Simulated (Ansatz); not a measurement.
# What B vacancy, symmetric start does to BN

The reference is an 8-atom supercell of BN in the zinc blende structure (space group F-43m, No. 216; a = 3.6057 Å) at its relaxed geometry.

One thing is altered: a neutral B vacancy, symmetric start, atoms relaxed at fixed cell.

Method: PBEsol in Ansatz (plane waves to 420 eV, PAW, spin-orbit coupling left out). k-mesh 7×7×7 (Γ-centred); smearing 0.01 eV (Fermi–Dirac).

```csv
quantity,base,changed,shift
pressure,0.0 GPa,3.7 GPa,+3.7 GPa
energy gained by relaxation,–,0.59 eV,–
mean distance from the defect site to its nearest host atoms,1.56 Å,1.67 Å,+0.105 Å
```

Other magnetic orders, which the real material may have, were not ruled out. The cell is small, so the values are those of an ordered compound at a high defect concentration; dilute-limit values will differ. The mesh was chosen for an insulator and is coarse for the gapless case. The defect started on the symmetric site and kept its symmetry, so it may sit on a saddle. The defect cell is spin-polarised and ends with 1.3 μB, a fractional moment that hangs on the mesh and smearing.

Ansatz is an electronic-structure program.
